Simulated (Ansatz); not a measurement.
NaBH₄ (P4₂/nmc, No. 137, 12 atoms in the cell; start mp-1101862), treated with PBE0 (PAW; Ansatz, an electronic-structure program).

Run with plane-wave cutoff 500 eV, 6×6×4 k mesh (along the axes of the cell as run), gaussian smearing 0.02 eV, scalar-relativistic PAW data made under PBE.

Cell (relaxed with r²SCAN):

NaBH4 has the tetragonal space group P4₂/nmc, origin choice 1 (No. 137), Pearson symbol tP12. Conventional cell: a = 4.2942 Å, b = 4.2942 Å, c = 5.8021 Å, α = 90.00°, β = 90.00°, γ = 90.00°. Na on 2a is surrounded by 12 H at 2.418–2.533 Å and 6 B at 2.901–3.036 Å. B on 2b is coordinated by 4 H at 1.219 Å and 6 Na at 2.901–3.036 Å. H on 8g has 1 B at 1.219 Å and 3 Na at 2.418–2.533 Å (tetrahedral). (Neighbours: up to the widest gap in distance over summed covalent radii, below 1.35, at either atom; cation-cation and far metal-metal contacts left out.)

What does this level give for the band gap?


- band gap = 8.35 eV (on the SCF k mesh)

Note: cell and atoms aren't relaxed at this level (pressure 0.5 GPa).

A start named mp-… is a Materials Project structure, which need not be a measured phase.
